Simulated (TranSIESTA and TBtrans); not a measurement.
Junction: Al chain with one bond stretched by 2.0 Å. Leads: straight Al chain, spacing 2.328 Å. Geometry: as built, not relaxed. Transport runs along z; the first 6 and the last 6 of the 20 atoms are the lead cells, repeated to infinity.

```xyz
20
Lattice="9.000 0.000 0.000 0.000 9.000 0.000 0.000 0.000 48.560" Properties=species:S:1:pos:R:3 pbc="F F T"
Al     4.500     4.500     0.000
Al     4.500     4.500     2.328
Al     4.500     4.500     4.656
Al     4.500     4.500     6.984
Al     4.500     4.500     9.312
Al     4.500     4.500    11.640
Al     4.500     4.500    13.968
Al     4.500     4.500    16.296
Al     4.500     4.500    18.624
Al     4.500     4.500    20.952
Al     4.500     4.500    25.280
Al     4.500     4.500    27.608
Al     4.500     4.500    29.936
Al     4.500     4.500    32.264
Al     4.500     4.500    34.592
Al     4.500     4.500    36.920
Al     4.500     4.500    39.248
Al     4.500     4.500    41.576
Al     4.500     4.500    43.904
Al     4.500     4.500    46.232
```

Run with TranSIESTA and TBtrans (open boundaries, self-consistent; PseudoDojo norm-conserving potentials, scalar-relativistic): PAO.BasisSize DZP, PAO.EnergyShift 0.15 eV, XC.Authors PBE, Mesh.Cutoff 200 Ry, ElectronicTemperature 300 K, TS.Voltage 0.0 eV, TBT.Elecs.Eta 0.001 eV, no spin polarisation.

Energies count from the leads' Fermi level. Transmissions are for one spin of a degenerate pair. The energy step is 0.01 eV; narrower resonances are cut or missed.

| E (eV) | T |
|---|---|
| -0.20 | 0.0214 |
| -0.15 | 0.0359 |
| -0.10 | 0.0508 |
| -0.05 | 0.0616 |
| 0.00 | 0.0666 |
| 0.05 | 0.0655 |
| 0.10 | 0.0618 |
| 0.15 | 0.0570 |
| 0.20 | 0.0524 |

Give the zero-bias conductance in μS and the resistance at 300 K.

At the Fermi level T = 0.0666. Averaged with −∂f/∂E over the full grid (kT = 25.9 meV) it is 0.0640. With G0 = 2e²/h = 77.48 μS, G = 4.96 μS and R = 1/G = 202 kΩ.

The eigenchannels at the Fermi level transmit 0.0331, 0.0331, 0.000419. What Fano factor of the shot noise follows at low temperature and bias?

F = Σ τ(1 − τ)/Σ τ = 0.0644/0.0666 = 0.97.

The straight chain is held at its spacing; free chains may zigzag or dimerise. No spin-polarised start was tried, so a magnetic state, if there is one, is missed.
